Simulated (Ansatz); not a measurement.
# Convergence study of the k-point mesh for Sn2Ir (I4mm, 3 atoms in the cell)

```
CELL_PARAMETERS angstrom
      0.00000     3.19308     3.19308
      3.19308     0.00000     3.19308
      3.19308     3.19308     0.00000
ATOMIC_POSITIONS crystal
  Sn 0.75000 0.75000 0.75000
  Sn 0.25000 0.25000 0.25000
  Ir 0.00783 0.00783 0.99217
```

Method of the run: LDA (PW92), default PAW files made with PBE (plane waves; Ansatz, an electronic-structure program).

Base settings: basis.ecutwfc = 420 eV; kpoints.mp_grid.grid = 9 9 9; hamiltonian.xc = lda; hamiltonian.pseudopotentials = {kind: paw} (the program's default PAW files); scf.occupations.method = gaussian; scf.occupations.width = 0.1 eV.

The second cell is the first with its lattice scaled by 0.98.

Only quantities that move along the ladder and can be compared are tabulated.

The count of work is k-points × plane waves × bands × iterations; it is no time. Core times come from one kind of shared machine, to one figure; runs under 30 s give none.

The starting cell comes from a database of computed structures (which also holds hypothetical and non-ambient phases and stackings), without a prior relaxation at this level. Its lattice was rescaled by up to half a per cent. One atom was moved a little off its site on purpose. Spin polarisation is off. In the base run, with a pressure of about -5 GPa the cell is away from its equilibrium volume at this level. Ansatz's pressure includes its estimate of the finite-basis (Pulay) stress.

```tsv
kpoints.mp_grid.grid	free energy less the last step's (meV/atom)	energy of the compressed cell less the first (meV/atom)	pressure (GPa)	largest difference of a force vector from the last step's (eV/Å)	count of work / last	core time / last (rough)
2 2 2	127.99	-30.13	-7.68	0.113	0.0045	–
3 3 3	47.65	-13.54	-4.53	0.054	0.0060	–
4 4 4	27.66	-16.45	-4.88	0.023	0.011	–
5 5 5	4.41	-6.03	-4.54	0.002	0.014	–
6 6 6	-0.37	-8.63	-4.65	0.014	0.023	–
8 8 8	4.56	-8.10	-4.60	0.005	0.044	–
9 9 9	-0.34	-8.09	-4.76	0.003	0.056	–
11 11 11	-0.06	-8.16	-4.63	0.001	0.095	–
13 13 13	0.32	-8.16	-4.68	0.001	0.15	0.2
16 16 16	0.77	-7.85	-4.65	0.000	0.26	0.3
19 19 19	0.06	-7.91	-4.65	0.000	0.41	0.5
21 21 21	0.13	-7.96	-4.67	0.000	0.55	0.5
26 26 26	0.00	-7.85	-4.65	0.000	1.0	1
```

Coarsest kpoints.mp_grid.grid that holds the forces within 0.01 eV/Å of the last step, with all finer ones: 8 8 8, at 0.044 of the last step's count of work; the step before is off by 0.014 eV/Å.

Coarsest kpoints.mp_grid.grid that holds the energy of the compressed cell less the first within 2 meV/atom of the last step, with all finer ones: 5 5 5, at 0.014 of the last step's count of work; the step before is off by 8.6 meV/atom.

Coarsest kpoints.mp_grid.grid that holds the pressure within 0.2 GPa of the last step, with all finer ones: 5 5 5, at 0.014 of the last step's count of work; the step before is off by 0.23 GPa.

The energy difference between the two cells stays within 1 meV/atom of the last step's from 6 6 6 on, the total only from 9 9 9 on: much of the error is common to both cells and cancels.

Keys are those of Ansatz 0.2.
